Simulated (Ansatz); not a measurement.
Functionals compared on a constructed model of the (0001) surface of hcp Re, a pseudomorphic layer of V in the host's stacking (bottom of the slab: a bare face, its two planes held), in Ansatz (plane waves, PAW). The structure was relaxed with PBE; the other rows are single points on it. Cutoff 420 eV.

Slab: 7 atoms, 13.9 Å thick at the start; k 15x15x1, smearing 0.1 eV, dipole-corrected; 2 atoms held, the rest relaxed; held to the start's symmetry, so lower structures may exist; spin-polarised, ending with about 1.2 μB a cell; orders that need a larger cell were not tried, no spin-orbit, no U. It is one candidate, not shown to be the stable structure of the face. These notes are the PBE run's.

```tsv
functional	work function of the top face (eV)	magnetic moment of the cell (μB)	rough cost of the single point
PBE	4.41	1.24	–
RPBE	[?]	1.40	roughly 90 core-seconds
```

**Question.** Fill in the missing entries.

**Answer.** 
- RPBE, work function of the top face (eV): 4.23

Ansatz is a quantum-chemistry and plane-wave program.
